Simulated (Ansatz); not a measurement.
# cubic BaZrO3 (0 0 1) on zinc-blende GaSb (0 0 1) (film strained to the substrate, faces as cut)

A periodic stack without vacuum, cubic BaZrO3 (0 0 1) on zinc-blende GaSb (0 0 1) (film strained to the substrate, faces as cut): substrate slab Ga6Sb5, film Ba2Zr3O8, surface cells [[1, 0], [1, 1]] and [[0, 1], [-1, 0]], film strained by +3.9 and +3.9 %, faces Ga/Ga and OZr/OZr as cut (like faces can put a slab off its formula).

The start was prepared with a machine-learned potential, and the result is one local minimum, with the in-plane cell held and forces under 0.04 eV/Å; the film can end far from its bulk form.

These are PBE (plane waves to 420 eV, PAW; Ansatz, an electronic-structure program) values and carry that method's errors. Spin–orbit coupling is left out. Its k-point mesh 5×5×1, Fermi–Dirac width 0.05 eV.

| Quantity | Result |
|---|---|
| interface area | 19.3 Å² |
| period | 26.95 Å |
| gaps between the outermost planes at the two interfaces | 2.02 and 1.98 Å |
| Ga–Zr contacts across the interfaces within 1.22 times the sum of covalent radii | 4, mean 3.30 Å |
| Sb–Zr contacts across the interfaces within 1.22 times the sum of covalent radii | 2, mean 3.13 Å |
| Ga–O contacts across the interfaces within 1.22 times the sum of covalent radii | 1, mean 2.25 Å |
| spin-polarised check at this geometry | falls back to no moment |

```yaml
crystal:
  lattice:
    - [4.39274, -0.00008, -0.06443]
    - [-0.00072, 4.39273, -0.04783]
    - [0.67098, 0.06428, 26.94241]
  atoms:
    - { symbol: Ga, position: [0.79172, 0.89784, 0.14027] }
    - { symbol: Ga, position: [0.29468, 0.73823, 0.03984] }
    - { symbol: Ga, position: [0.78335, 0.92884, 0.37030] }
    - { symbol: Ga, position: [0.28462, 0.42841, 0.25539] }
    - { symbol: Ga, position: [0.10068, 0.93663, 0.58482] }
    - { symbol: Ga, position: [0.25243, 0.43563, 0.48540] }
    - { symbol: Sb, position: [0.79234, 0.40012, 0.08047] }
    - { symbol: Sb, position: [0.78113, 0.42576, 0.31284] }
    - { symbol: Sb, position: [0.28815, 0.92465, 0.19785] }
    - { symbol: Sb, position: [0.75402, 0.43469, 0.54524] }
    - { symbol: Sb, position: [0.27921, 0.93242, 0.42781] }
    - { symbol: Ba, position: [0.28574, 0.93010, 0.73440] }
    - { symbol: Zr, position: [0.78525, 0.43376, 0.66121] }
    - { symbol: O, position: [0.33934, 0.43952, 0.66579] }
    - { symbol: O, position: [0.84791, 0.94504, 0.65989] }
    - { symbol: O, position: [0.83149, 0.45828, 0.73584] }
    - { symbol: Ba, position: [0.29224, 0.92423, 0.89045] }
    - { symbol: Zr, position: [0.78984, 0.42928, 0.81272] }
    - { symbol: O, position: [0.31947, 0.45404, 0.81350] }
    - { symbol: O, position: [0.81218, 0.96164, 0.81239] }
    - { symbol: O, position: [0.81405, 0.47486, 0.88985] }
    - { symbol: Zr, position: [0.79442, 0.42600, 0.96429] }
    - { symbol: O, position: [0.30214, 0.49172, 0.96619] }
    - { symbol: O, position: [0.79863, 0.98108, 0.95988] }
```
